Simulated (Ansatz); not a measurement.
Base system: TaN (space group P6/mmm, No. 191; a = 5.202 Å, c = 2.906 Å).

Perturbation: every N is replaced by C; the structure is relaxed again.

Levels (all Ansatz, an electronic-structure program, PAW): PBEsol (420 eV, no spin-orbit coupling); PBEsol+SOC (420 eV, noncollinear with spin-orbit coupling).

The geometry is relaxed with PBEsol.

| Quantity | Value |
|---|---|
| PBEsol pressure | 0.0 GPa |

Q: What does PBEsol+SOC give at this geometry for the pressure?

A: The pressure goes from zero to -0.4 GPa.

Single points use the geometry relaxed with PBEsol. Differences between runs with and without spin-orbit coupling are approximate. No phonon test of stability was made. As relaxed here, TaC is a hypothetical phase, not in the database extracts checked. The runs without spin-orbit coupling are not spin-polarised. An odd electron count without spin: TaC. This is not the structure that TaN has at room temperature and ambient pressure.
